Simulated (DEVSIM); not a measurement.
Device: Co/AlN/p-In0.53Ga0.47As capacitor, at 300 K.

| layer (left to right) | material | thickness (nm) | Na (cm⁻³) |
|---|---|---|---|
| 1 | AlN | 8.80 | - |
| 2 | In0.53Ga0.47As | 7500 | 5.7e15 |

Metal gate on the left, work function 5 eV. Fixed charge at the semiconductor interface -1.2e11 cm⁻² (in units of +e); no interface traps.

Constants are typed, rounded textbook-type inputs, not results; the design itself was drawn at random and stands for no fabricated device. Values at 300 K; Nc and Nv go as T^1.5, mobilities as T to minus their exponent, the gap by Varshni's rule with the affinity fixed.

```csv
parameter,AlN,In0.53Ga0.47As
gap (eV),6.1,0.74
affinity (eV),1.9,4.51
permittivity,8.5,13.9
Nc (cm⁻³),-,2.1e17
Nv (cm⁻³),-,7.7e18
Varshni α (eV/K),-,0.00035
Varshni β (K),-,190
```

Model (solved in DEVSIM): 1D Poisson equation in equilibrium, Boltzmann statistics, complete ionisation; no quantum confinement or tunnelling. Metal contacts follow the ideal Schottky-Mott rule: no Fermi-level pinning, no interface dipoles.

The temperature was swept, all else fixed.

```json
[
 {"temperature (K)": "250", "flat-band voltage (V)": "-0.09", "threshold voltage (band bending 2φF) (V)": "…", "minimum of the low-frequency capacitance (μF/cm²)": "…"},
 {"temperature (K)": "300", "flat-band voltage (V)": "-0.04", "threshold voltage (band bending 2φF) (V)": "0.46", "minimum of the low-frequency capacitance (μF/cm²)": "0.0399"},
 {"temperature (K)": "350", "flat-band voltage (V)": "0.01", "threshold voltage (band bending 2φF) (V)": "0.43", "minimum of the low-frequency capacitance (μF/cm²)": "0.0458"},
 {"temperature (K)": "400", "flat-band voltage (V)": "0.07", "threshold voltage (band bending 2φF) (V)": "0.40", "minimum of the low-frequency capacitance (μF/cm²)": "0.0556"},
 {"temperature (K)": "450", "flat-band voltage (V)": "0.12", "threshold voltage (band bending 2φF) (V)": "0.38", "minimum of the low-frequency capacitance (μF/cm²)": "0.0705"},
 {"temperature (K)": "500", "flat-band voltage (V)": "0.18", "threshold voltage (band bending 2φF) (V)": "0.35", "minimum of the low-frequency capacitance (μF/cm²)": "0.0964"}
]
```

Q: Some entries are withheld; supply them.

A: 
- 250, threshold voltage (band bending 2φF) (V): 0.48
- 250, minimum of the low-frequency capacitance (μF/cm²): 0.0354
